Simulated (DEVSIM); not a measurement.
System: Al0.35Ga0.65As/GaAs p-n heterojunction, at 300 K.

Layer 1 from the left is Al0.35Ga0.65As, thickness (μm) 0.420, Na (cm⁻³) 4.2e16, τn (s) 1.3e-9, τp (s) 1.3e-9. Layer 2 from the left is GaAs, thickness (μm) 2.50, Nd (cm⁻³) 2.7e15, τn (s) 1.3e-9, τp (s) 1.3e-9.

Left contact: ohmic. Right contact: ohmic. Voltage is applied to the left contact. Recombination: SRH at mid-gap, radiative, Auger. Mobility is μmin + (μ − μmin)/(1 + (N/Nref)^α).

This is a model device: material constants are rounded textbook-type values typed into the input, and sizes, dopings and lifetimes were drawn at random. Values at 300 K.

Al0.35Ga0.65As: gap (eV) 1.8604, affinity (eV) 3.7935, permittivity 11.91, Nc (cm⁻³) 7.44e17, Nv (cm⁻³) 9e18, μn (cm²/Vs) 3495, μp (cm²/Vs) 176, μn,min 500, μp,min 20, Nref,n 6e16, Nref,p 1.5e17, αn 0.39, αp 0.38, B (cm³/s) 2e-10, Cn (cm⁶/s) 1e-30, Cp (cm⁶/s) 1e-30. GaAs: gap (eV) 1.424, affinity (eV) 4.07, permittivity 12.9, Nc (cm⁻³) 4.7e17, Nv (cm⁻³) 9e18, μn (cm²/Vs) 8500, μp (cm²/Vs) 400, μn,min 500, μp,min 20, Nref,n 6e16, Nref,p 1.5e17, αn 0.39, αp 0.38, B (cm³/s) 2e-10, Cn (cm⁶/s) 1e-30, Cp (cm⁶/s) 1e-30.

Simulated with DEVSIM: 1D drift-diffusion, Boltzmann statistics, complete ionisation; no tunnelling, impact ionisation, image-force lowering or self-heating. Band offsets follow the typed affinities; no thermionic-emission limit at abrupt steps, no polarisation charge.

Question: What does the simulation give for the largest field in the device at zero bias, the dark forward voltage at 1 A/cm², the potential step across the device at zero bias, the dark forward voltage at 100 A/cm²?

Answer: largest field in the device at zero bias 39000 V/cm; dark forward voltage at 1 A/cm² 0.978 V; potential step across the device at zero bias 1.312 V; dark forward voltage at 100 A/cm² 1.158 V.
